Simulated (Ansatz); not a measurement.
Cost and result by functional for the surface energy of the (30-31) surface of hcp Sc in its 1x1 cell, outermost plane spacing 0.47 Å in the ideal cut, in Ansatz (plane waves, PAW). Single points on the PBE structure, on one kind of machine; costs are rough ratios of the slab run's core time (references not counted) to the cheapest single point. r2SCAN's cost holds its higher cutoff (500 against 420 eV). Differences are taken against r2SCAN for comparison alone: no measured value is at hand, so the table doesn't rank accuracy.

Set-up: 24 atoms, 10.8 Å thick at the start; mesh 11x3x1; 0.1 eV smearing; dipole correction on; all atoms relaxed; held to the part of the start's symmetry that mesh and held atoms allow; no spin, no spin-orbit, no U. These notes are the PBE run's.

| functional | relative cost | surface energy (J/m²) | less r2SCAN (J/m²) |
|---|---|---|---|
| PBEsol | 1 | 1.33 | 0.01 |
| RPBE | 1 | 1.15 | -0.18 |
| LDA | 1 | 1.37 | 0.04 |
| r2SCAN | 2 | 1.32 | 0.00 |
| PBE (the relaxed run's value) | – | 1.23 | -0.09 |

The values span 0.22 J/m², while the single points' costs differ by a factor of roughly 2. Differences are of unrounded values.

Ansatz is an electronic-structure program.
